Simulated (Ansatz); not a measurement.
Consider BiTe (space group P-3m1, No. 164; a = 4.422 Å, c = 23.929 Å). Axes: x lies along a and z along c of the hexagonal cell.

All numbers come from Ansatz (a quantum-chemistry and plane-wave program) PBE-D3(BJ), no SOC.

Before the change:

| Item | Result |
|---|---|
| Pressure | 0.00 GPa |
| Shortest interatomic distance | 305.8 pm |

The change: uniaxial strain ε_xx = −0.57 %, all other strain components held at zero, atoms relaxed at fixed cell.

Problem. Estimate the effect on the pressure, energy relative to the base and shortest interatomic distance.

Solution. The pressure (mean of the normal stresses, compression positive) goes from zero to 0.25 GPa; the energy is nearly the same; the shortest interatomic distance drops by 0.5 pm, from 305.8 pm to 305.3 pm.

Whether these cells are dynamically stable was not tested.
